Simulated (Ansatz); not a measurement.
## Si: response to strain

Consider Si (space group Ia-3, No. 206).

```
Si
1.0
   -3.30082     3.30082     3.30082
    3.30082    -3.30082     3.30082
    3.30082     3.30082    -3.30082
Si
8
Direct
  0.20461   0.20461   0.20461
  0.50000   0.00000   0.29539
  0.29539   0.50000   0.00000
  0.00000   0.29539   0.50000
  0.79539   0.79539   0.79539
  0.50000   0.00000   0.70461
  0.70461   0.50000   0.00000
  0.00000   0.70461   0.50000
```

Cartesian axes are those of the cell as printed.

Strains are applied to the cell and any free atomic positions relax; under biaxial strain the out-of-plane vector relaxes too; under stress the whole cell relaxes.

Calculations: DFT with PBEsol, PAW potentials and a 420 eV plane-wave cutoff in Ansatz (a program for electronic structure), scalar-relativistic without spin-orbit coupling.

Notes on the quantities. energy relative to the base: free energy F; pressure: mean of the normal stresses, compression positive.

| change | energy relative to the base | volume per atom | space group | pressure |
|---|---|---|---|---|
| base | 0 meV/atom | 17.98 Å³ | Ia-3 (No. 206) | 0.0 GPa |
| biaxial strain +0.56 %, plane normal [001], relaxed out of plane | +0.7 meV/atom | 18.13 Å³ | Ibca (No. 73) | -0.7 GPa |
| biaxial strain +3.87 %, plane normal [001], relaxed out of plane | +31 meV/atom | 18.99 Å³ | Ibca (No. 73) | -4.5 GPa |
| biaxial strain −0.75 %, plane normal [110], relaxed out of plane | +1.2 meV/atom | 17.79 Å³ | C2/c (No. 15) | 1.0 GPa |
| isotropic strain −3.80 % | +75 meV/atom | 16.01 Å³ | Ia-3 (No. 206) | 13.4 GPa |
| isotropic strain +1.47 % | +9.4 meV/atom | 18.79 Å³ | Ia-3 (No. 206) | -3.6 GPa |
| isotropic strain +2.83 % | +33 meV/atom | 19.55 Å³ | Ia-3 (No. 206) | -6.3 GPa |
| uniaxial strain ε_yy = −5.15 % | +26 meV/atom | 17.06 Å³ | Ibca (No. 73) | 5.2 GPa |
| uniaxial strain ε_yy = +5.29 % | +26 meV/atom | 18.93 Å³ | Ibca (No. 73) | -4.2 GPa |
| uniaxial stress, 2 GPa compression along x | +1.5 meV/atom | 17.85 Å³ | Ibca (No. 73) | – |

Stability under load was not tested beyond the relaxation. This is not the structure that Si has at room temperature and ambient pressure.
